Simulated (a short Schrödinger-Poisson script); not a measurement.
Stack: symmetric double-gate stack, SiO2 on p-type Si(110), at 77 K.

```
layer  material  thickness (nm)  Na (cm⁻³)
-----  --------  --------------  ---------
1          SiO2             3.9          -
2            Si              20       5e17
3          SiO2             3.9          -
```

The device is made up for the run: typed textbook-type constants, with dimensions and the other settings drawn at random. SiO2: permittivity 3.9, conduction-band edge (eV) 3.15, gap (eV) 9, electron mass (mₑ) 0.5. Si: permittivity 11.7, conduction-band edge (eV) 0, gap (eV) 1.124, Nv at 300 K (cm⁻³) 3.1e19.

Channel valleys (confinement mass, in-plane density-of-states mass, number): Δ4 0.315, 0.324, 4; Δ2 0.19, 0.417, 2. At the gates, both at one voltage, the conduction-band edge of layer 1 lies 3.28 eV − eVg above the Fermi level of the channel. Gaps are held at their typed values at every temperature. Mesh 0.03 nm at interfaces.

Solved with a short Schrödinger-Poisson script written for these runs: 1D Poisson equation in equilibrium, electrons quantum, Hartree (BenDaniel-Duke, 12 states a valley, the channel's in-plane mass for all, wave functions free to enter the dielectric), parabolic valleys, classical holes, full ionisation, no traps, pinning or gate leakage.

The same stack at other levels of the model or other numerical settings:

```
run                                          sheet density of all electrons at Vg = 2.4 V (cm⁻²)  sheet density of all electrons at Vg = 0.6 V (cm⁻²)  capacitance of both gates at Vg = 2.4 V (μF/cm²)  rough cost against the base
-------------------------------------------  ---------------------------------------------------  ---------------------------------------------------  ------------------------------------------------  ---------------------------
base                                                                                     2.10e13                                              3.21e12                                              1.62                      about 1
electrons treated as classical, Boltzmann                                                2.36e13                                              3.97e12                                              1.76                         0.01
electrons treated as classical, Fermi-Dirac                                              2.27e13                                              3.85e12                                              1.69                         0.04
mesh six times as coarse                                                                 2.10e13                                              3.21e12                                              1.62                          0.2
```

The classical rows ignore confinement, and Boltzmann statistics overrate the density once the band edge passes the Fermi level.
